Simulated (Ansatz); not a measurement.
Amorphous In24O37Li2, 63 atoms at 6.38 g/cm³, one PBE-relaxed geometry, zone centre. Methods: PBE, scalar-relativistic without spin-orbit coupling (Ansatz, a quantum-chemistry and plane-wave program); r2SCAN, scalar-relativistic without spin-orbit coupling (Ansatz); HSE06, scalar-relativistic without spin-orbit coupling (Ansatz). Plane waves to 420 eV (r2SCAN 500 eV); exact exchange is cut at the cell's faces. At PBE the levels at the filled edge of the gap are localised (band-tail or defect states), and the nearest spread-out levels lie 0.8 eV apart at the zone centre. All rungs ran without spin polarisation.

It comes from a melt-quench run on a machine-learned potential (CHGNet), relaxed afterwards by DFT. O atoms were pushed apart under 1.9 Å during the dynamics, to hinder bonds among them. The hot cell started wider than the set density and was brought back towards it in steps. It is the lowest in DFT energy of 2 quenches. It is a model cell: composition and starting density were chosen by hand, and all elements were melted together. No dispersion term was used. Its density started from a set value of 6.38 and ended at 6.38 g/cm³. Cooling (nominally 280 K/ps over its main leg) ran many orders faster than in experiment, which tends to leave more defects and strain. A cell of this size samples the disorder only roughly. The volume was held where the preparation left it and the shape relaxed, at a PBE pressure of 1.4 GPa. Stress components on the final sampling reach 1.5 GPa.

The relaxation ran on the zone centre alone. At PBE the level gap is 0.51 eV on a 2×2×2 Γ-centred mesh, and the spacing at the zone centre alone 0.49 eV.

Question: What zone-centre spacing does r2SCAN give, roughly?

Answer: 0.95 eV (+0.47 eV against PBE).

Question: What zone-centre spacing does HSE06 give, roughly?

Answer: 1.96 eV (+1.48 eV against PBE).

The highest filled and the lowest empty state spread over these numbers of atoms (participation numbers): PBE: 4.7 and 60.0; r2SCAN: 4.9 and 59.4; HSE06: 5.4 and 59.1.
